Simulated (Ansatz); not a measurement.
## TlBr in the CsCl type structure (space group Pm-3m, No. 221)

```
CELL_PARAMETERS angstrom
      3.83953     0.00000     0.00000
      0.00000     3.83953     0.00000
      0.00000     0.00000     3.83953
ATOMIC_POSITIONS crystal
  Tl 0.00000 0.00000 0.00000
  Br 0.50000 0.50000 0.50000
```

Level of theory: LDA in Ansatz (plane waves to 420 eV, PAW, no SOC). Γ-centred 9×9×9 mesh, Fermi–Dirac width 0.05 eV.

- Volume per atom: 28.30 Å³
- Density: 8.34 g/cm³
- Band gap: 1.37 eV, direct at X
- Electron mass: 0.12 mₑ along k, 0.19 mₑ across
- Hole mass: 0.16 mₑ along k, 0.39 mₑ across
- Lowest conduction-band minima above the VBM: X along ⟨100⟩ 1.37 eV; R along ⟨111⟩ 1.49 eV
- Total energy: -6920.963 eV/atom (σ→0; compares only within this code and set-up)

Spin-orbit coupling, missing from the scalar runs, can matter with Tl. Masses are band curvatures over ±0.01 Å⁻¹ around the edge. Along k means along the line from Γ to the band edge. Whether these cells are dynamically stable was not tested.

Ansatz is a program for electronic structure.
